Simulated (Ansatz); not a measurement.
Here is the system:

```
CELL_PARAMETERS angstrom
     -2.77207     2.77207     5.50461
      2.77207    -2.77207     5.50461
      2.77207     2.77207    -5.50461
ATOMIC_POSITIONS crystal
  Ga 0.50000 0.50000 0.00000
  Ga 0.25000 0.75000 0.50000
  Cu 0.00000 0.00000 0.00000
  Cu 0.75000 0.25000 0.50000
  Se 0.87500 0.88234 0.50734
  Se 0.11766 0.62500 0.99266
  Se 0.37500 0.36766 0.49266
  Se 0.63234 0.12500 0.00734
```

No spin polarisation.

Level of theory: PBE (Ansatz, a first-principles code; PAW; 420 eV plane waves; without spin-orbit coupling). Settings: 8×8×8 k-points, 0.05 eV Fermi–Dirac smearing.

Predict the band gap, electron mass and pressure.


* **Band gap**: 0.27 eV
* **Electron mass**: 0.037 mₑ along c, 0.046 mₑ across (at Γ)
* **Pressure (mean of the normal stresses, compression positive)**: 4.8 GPa

The cells carry an imposed strain or load. Masses are band curvatures over ±0.01 Å⁻¹ around the edge. Stability against distortions was not tested. The final runs are not spin-polarised. The cell was made from GaCuSe₂ in the chalcopyrite structure (space group I-42d, No. 122) by this change: isotropic strain −2.25 %. The zero or small gap of GaCuSe2 can change with the level of theory.
